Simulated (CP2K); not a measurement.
**One base run on LiVO3 (C2/m, 10 atoms in the cell) and variants with one or two settings moved**

```yaml
crystal:
  lattice:
    - [6.54530, 0.00000, 0.00000]
    - [5.91700, 2.79822, 0.00000]
    - [-1.42459, -0.31987, 5.84237]
  atoms:
    - { symbol: Li, position: [0.00000, 0.00000, 0.50000] }
    - { symbol: Li, position: [0.00000, 0.00000, 0.00000] }
    - { symbol: V, position: [0.33634, 0.33634, 0.19091] }
    - { symbol: V, position: [0.66366, 0.66366, 0.80909] }
    - { symbol: O, position: [0.82759, 0.82759, 0.37592] }
    - { symbol: O, position: [0.17241, 0.17241, 0.62408] }
    - { symbol: O, position: [0.17569, 0.17569, 0.04361] }
    - { symbol: O, position: [0.82431, 0.82431, 0.95639] }
    - { symbol: O, position: [0.52538, 0.52538, 0.76376] }
    - { symbol: O, position: [0.47462, 0.47462, 0.23624] }
```

Base run A: LDA (Pade form), GPW, DZVP-MOLOPT-SR-GTH basis, GTH-PADE potentials (GTH_POTENTIALS) run with CP2K, self-consistent single point.

Its settings: CUTOFF = 600 Ry; REL_CUTOFF = 40 Ry; KPOINTS/SCHEME = MONKHORST-PACK 5 5 3; XC_FUNCTIONAL = PADE; Li/BASIS_SET = DZVP-MOLOPT-SR-GTH-q3; Li/POTENTIAL = GTH-PADE-q3; V/BASIS_SET = DZVP-MOLOPT-SR-GTH-q13; V/POTENTIAL = GTH-PADE-q13; O/BASIS_SET = DZVP-MOLOPT-SR-GTH-q6; O/POTENTIAL = GTH-PADE-q6; METHOD = GPW; EPS_DEFAULT = 1e-10; NGRIDS = 5; SCF_GUESS = ATOMIC; EPS_SCF = 1e-06; MAX_SCF = 100; ADDED_MOS = 12; MIXING/METHOD = BROYDEN_MIXING; MIXING/ALPHA = 0.3; MIXING/NBUFFER = 12.

The starting cell comes from a database of computed structures (which also holds hypothetical and non-ambient phases and stackings), without a prior relaxation at this level. Its lattice was rescaled by a random factor within 2.5 % of one. Values carry the incompleteness of an atom-centred basis. In the base run, with a pressure of about -10 GPa the cell is away from its equilibrium volume at this level.

ΔF is the free energy per atom less that of run A. A dash stands where there is no value to compare (another energy zero or no entropy term, no result, no spin, no clean gap, or a mesh too coarse for one). Absolute energies have different zeros for different potentials, functionals, Hubbard and dispersion terms and are not compared across them.

Run A gave: pressure (GPa) -10.01; largest force (eV/Å) 0.888; gap on the mesh (eV) 1.847; k-points 38.

Runs:
- B: XC_FUNCTIONAL: PADE → GGA_X_LV_RPW86 + PW92; Li/POTENTIAL: GTH-PADE-q3 → GTH-PBE-q3; V/POTENTIAL: GTH-PADE-q13 → GTH-PBE-q13; O/POTENTIAL: GTH-PADE-q6 → GTH-PBE-q6; NON_LOCAL/TYPE: default → DRSLL; NON_LOCAL/CUTOFF: default → 100 Ry [vdW-DF-cx]
- C: FULL_GRID: default → T
- D: lattice scaled by 1.03
- E: CUTOFF: 600 Ry → 1200 Ry
- F: MIXING/NBUFFER: 12 → 10
- G: MIXING/ALPHA: 0.3 → 0.8
- H: KPOINTS/SYMMETRY: default → T; SYMMETRY_BACKEND: default → K290
- I: MIXING/METHOD: BROYDEN_MIXING → MODIFIED_BROYDEN_MIXING

Problem. What does run B change against A?

Solution. The pressure goes from -10.01 to -3.14 GPa, the largest force goes from 0.888 to 0.285 eV/Å and the gap on the mesh goes from 1.847 to 1.902 eV.

Problem. What does run D change against A?

Solution. The free energy rises by 98.9 meV/atom, the pressure goes from -10.01 to -20.97 GPa, the largest force goes from 0.888 to 2.315 eV/Å and the gap on the mesh goes from 1.847 to 1.599 eV.

```tsv
run	ΔF (meV/atom)	pressure (GPa)	largest force (eV/Å)	gap on the mesh (eV)	k-points
A	0.00	-10.01	0.888	1.847	38
B	–	-3.14	0.285	1.902	38
C	0.00	-10.01	0.888	1.847	75
D	98.9	-20.97	2.315	1.599	38
E	0.01	-10.00	0.892	1.847	38
F	0.00	-10.01	0.888	1.847	38
G	0.00	-10.01	0.888	1.847	38
H	0.00	-10.01	0.888	1.847	24
I	0.00	-10.01	0.888	1.847	38
```
